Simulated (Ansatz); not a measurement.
AlN under load (space group P6_3mc), PBE with spin-orbit coupling, rigid bands (Ansatz, a program for electronic structure). Condition of this run: biaxial stress in the c plane of 4.5 GPa (compression positive) (the target of the relaxation). Band gap 4.37 eV, N_c = 4.41e18 cm⁻³ and N_v = 8.89e19 cm⁻³ at 300 K, conductivity masses along y (a = (3.08, 0.00, 0.00) Å; b = (-1.54, 2.67, 0.00) Å; c = (0.00, 0.00, 5.01) Å) of 0.323 mₑ (electrons) and 3.95 mₑ (holes). Take k_BT = 0.02585 eV.

**Question.** A film of it is 5 nm thick, with its normal along the direction named. Estimate the confinement energies in an infinite well.

**Answer.** ħ²π²/(2m t²) = 0.376 eV·nm²/(m/mₑ × t²) gives 46.6 meV for electrons and 3.81 meV for holes, so the gap would widen to about 4.42 eV. Finite barriers and nonparabolic bands lower this, and with several valleys or bands the heaviest mass along the normal sets the lowest level, not this average.

**Question.** Find the intrinsic carrier density and the intrinsic Fermi level.

**Answer.** n_i = √(N_c N_v) exp(−E_g/2k_BT) = 1.98e19 × exp(−84.52) = 3.9e-18 cm⁻³. The level lies (k_BT/2) ln(N_v/N_c) = 39 meV from mid-gap (positive towards the conduction band). Each 0.1 eV added to the gap lowers n_i by a factor of 6.9.

**Question.** What thermal injection velocity √(2k_BT/πm) limits a ballistic channel along the direction named?

**Answer.** 9.47e6 cm/s for electrons and 2.71e6 cm/s for holes, a ratio of √(m_h/m_e) = 3.50, for dilute carriers.

Rigid bands with the computed gap; masses take one relaxation time for all states. Geometry: cell and atoms relaxed with PBEsol.
